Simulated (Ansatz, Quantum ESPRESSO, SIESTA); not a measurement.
CaMg₇ (P1, 8 atoms in the cell) computed with different codes at matched settings

Self-consistent single point, at a second geometry (atoms moved at random). First geometry:

```yaml
crystal:
  lattice:
    - [6.78999, 0.00000, 0.00000]
    - [-3.39500, 5.88030, 0.00000]
    - [0.00000, 0.00000, 5.37007]
  atoms:
    - { symbol: Ca, position: [0.00000, 0.00000, 0.50000] }
    - { symbol: Mg, position: [0.00463, 0.50231, 0.50000] }
    - { symbol: Mg, position: [0.49768, 0.99537, 0.50000] }
    - { symbol: Mg, position: [0.49768, 0.50231, 0.50000] }
    - { symbol: Mg, position: [0.17020, 0.34040, 0.00000] }
    - { symbol: Mg, position: [0.17020, 0.82980, 0.00000] }
    - { symbol: Mg, position: [0.65960, 0.82980, 0.00000] }
    - { symbol: Mg, position: [0.66667, 0.33333, 0.00000] }
```

Second geometry:
```xyz
8
Lattice="6.7900 0.0000 0.0000 -3.3950 5.8803 0.0000 0.0000 0.0000 5.3701" Properties=species:S:1:pos:R:3 pbc="T T T"
Ca     0.0025     0.0155     2.6903
Mg    -1.6953     2.8909     2.6765
Mg     0.0249     5.8871     2.8181
Mg     1.7158     2.9700     2.6131
Mg    -0.0630     2.0984    -0.0068
Mg    -1.6445     4.8437    -0.1218
Mg     1.6383     4.7894    -0.0129
Mg     3.4163     1.9862     0.0837
```

Shared settings, as Ansatz (an electronic-structure program) writes them: kpoints.mp_grid.grid = 4 4 5; scf.occupations.method = fermi_dirac; scf.occupations.width = 0.1 eV. Potentials and cutoffs stand in the table.

```json
[
 {"code": "Quantum ESPRESSO", "model": "PBEsol, GBRV 1.5 ultrasoft (PBESOL) pseudopotentials", "ΔF from the first geometry (meV/atom)": "8.9", "pressure (GPa)": "-2.23", "largest force (eV/Å)": "0.340", "cutoff": "40 Ry"},
 {"code": "SIESTA", "model": "GGA PBEsol, numerical atomic orbitals DZP, PseudoDojo PBEsol standard norm-conserving potentials (rewritten from UPF to PSML)", "ΔF from the first geometry (meV/atom)": "10.4", "pressure (GPa)": "-1.14", "largest force (eV/Å)": "–", "cutoff": "grid 350 Ry"},
 {"code": "Ansatz", "model": "PBEsol, PAW files made with PBE", "ΔF from the first geometry (meV/atom)": "8.9", "pressure (GPa)": "-2.23", "largest force (eV/Å)": "0.340", "cutoff": "420 eV"}
]
```

Size of the force on each atom (eV/Å): Sizes of forces hide their directions.

```
code                Ca1    Mg2    Mg3    Mg4    Mg5    Mg6    Mg7    Mg8
----------------  -----  -----  -----  -----  -----  -----  -----  -----
Quantum ESPRESSO  0.190  0.193  0.262  0.227  0.177  0.340  0.146  0.161
Ansatz            0.190  0.193  0.262  0.227  0.177  0.340  0.146  0.161
```

A dash marks a value that a program does not give, or that is left out as unsure.

The spread over the programs that give each value: ΔF from the first geometry within 1.5 meV/atom; pressure within 1.09 GPa; largest force within 0.000 eV/Å.

SIESTA uses small atom-centred bases, whose incompleteness enters pressures, forces and empty levels differently from a plane-wave cutoff. Ansatz's pressure is given at a fixed set of plane waves, as the other plane-wave codes print theirs. In the pressure, SIESTA (by 1.09) lies more than 1 GPa from the median of the plane-wave programs.

The starting cell comes from a database of computed structures (which also holds hypothetical and non-ambient phases and stackings), without a prior relaxation at this level. Its lattice was rescaled by a random factor within 2.5 % of one. For this run, on top of that: atoms moved at random.

Left out of this page: CP2K (unsound by tests on forces, stress, charge or solver warnings).

Keys are those of Ansatz 0.2.
